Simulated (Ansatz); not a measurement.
An Ansatz (a program for electronic structure) input (plane-wave PAW DFT at the r2SCAN level (Ansatz, 500 eV), no spin-orbit coupling, earlier PAW set):

Ansatz 0.2 input:
```yaml
crystal:
  lattice:
    - [2.884948393, 0, 0]
    - [0, 2.884948393, 0]
    - [1.4424741965, -1.4424741965, 1.9829115698]
  atoms:
    - { symbol: H, position: [0, 0, 0] }
    - { symbol: Li, position: [0.5, 0.5, 0] }
basis: { ecutwfc: 500, ecutrho_ratio: 4, xc_grid: 4, fft_grid_basis: typed }
kpoints: { mp_grid: { grid: [14, 14, 14] } }
hamiltonian:
  xc: r2scan
  dispersion: none
  pseudopotentials: { azcp: { folder: ./paw }, kind: paw }
scf: { occupations: { method: fermi_dirac, width: 0.05 } }
relax: { f_tol: 0.005, max_steps: 50, cell: { stress_tol: 0.01, fix: [a, b, gamma] } }
output: { forces: true, stress: true }
checkpoint: { write: state.ck, write_every: 1000 }
```

Which symmetry and how many k-points will the program report, and about how many plane waves at Γ?

Space group I4/mmm (ITA 139) with 16 operations, k-points 244 of 2744, and 411 plane waves at Γ.

And the final pressure?

-1.06 GPa (compression positive).

The cells carry an imposed strain or load. No phonon test of stability was made. The cell was made from LiH in the rock salt structure (space group Fm-3m, No. 225) by this change: biaxial strain +1.90 %, plane normal [001], relaxed out of plane.
